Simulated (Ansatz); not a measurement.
Total g(r) from a molecular-dynamics run [in the run: mean pressure -0.4 GPa against a target of 0; one k-point, which a denser mesh shifts by -0.5 GPa in pressure and 0.07 eV/Å in forces]. Method: r2SCAN (plane waves, PAW; Ansatz, a quantum-chemistry and plane-wave program).

(r (Å), g(r)): (1.02, 0.00); (1.14, 0.00); (1.26, 0.00); (1.38, 0.00); (1.50, 0.00); (1.62, 0.00); (1.74, 0.00); (1.86, 0.00); (1.98, 0.00); (2.10, 0.00); (2.22, 0.00); (2.34, 0.00); (2.46, 0.10); (2.58, 0.81); (2.70, 2.31); (2.82, 3.28); (2.94, 3.23); (3.06, 2.56); (3.18, 1.85); (3.30, 1.25); (3.42, 0.81); (3.54, 0.55); (3.66, 0.39); (3.78, 0.36); (3.90, 0.40); (4.02, 0.51); (4.14, 0.58)

Which system gave this curve?
(A) AlN (zinc blende; a metastable form), crystal, 2298 K
(B) Ag (fcc), crystal, 1036 K
(C) LiF (rock salt), crystal, 597 K
(D) AlN (zinc blende; a metastable form), crystal, 1209 K

B, Ag (fcc), crystal, 1036 K
